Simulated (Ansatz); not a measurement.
The reference is BP in the zinc blende structure (space group F-43m, No. 216; a = 4.5202 Å). Axes: x, y, z lie along the cube axes.

Level of theory: Ansatz (an electronic-structure program) PBEsol, no SOC.

The change: a pure shear with ε_xy = ε_yx = 0.0171; the atoms relax in the strained cell.

Problem. Predict the stress tensor and what it implies for the stiffness.

Solution. Stress of the strained cell less that of the base (GPa, compression positive):
```
   0.22   -6.42    0.00
  -6.42    0.22    0.00
   0.00    0.00   -0.03
```

Then −Δσ/γ with γ = 2ε = 0.0342 gives secant stiffness values (nonlinear terms included at this strain): C66 ≈ 188 GPa.

As a check, the harmonic strain energy −½ V₀ Δσ:ε is 7.9 meV/atom; the computed energy rise is 7.9 meV/atom.

Whether these cells are dynamically stable was not tested.
